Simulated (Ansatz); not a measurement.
# Al₂Cu (I4/mcm, No. 140)

Level of theory: r²SCAN (Ansatz, a program for electronic structure, plane waves, PAW).

Settings: plane-wave cutoff 500 eV, 14×14×14 k mesh, Fermi–Dirac smearing 0.1 eV, no spin polarisation, scalar-relativistic PAW data made under PBE.

Cell (relaxed at this level):

```
CELL_PARAMETERS angstrom
     -2.99888     2.99888     2.40212
      2.99888    -2.99888     2.40212
      2.99888     2.99888    -2.40212
ATOMIC_POSITIONS crystal
  Al 0.65930 0.15930 0.81860
  Al 0.15930 0.34070 0.50000
  Al 0.84070 0.65930 0.50000
  Al 0.34070 0.84070 0.18140
  Cu 0.75000 0.75000 0.00000
  Cu 0.25000 0.25000 0.00000
```

| Item | Result |
|---|---|
| band gap | zero (no gap) |
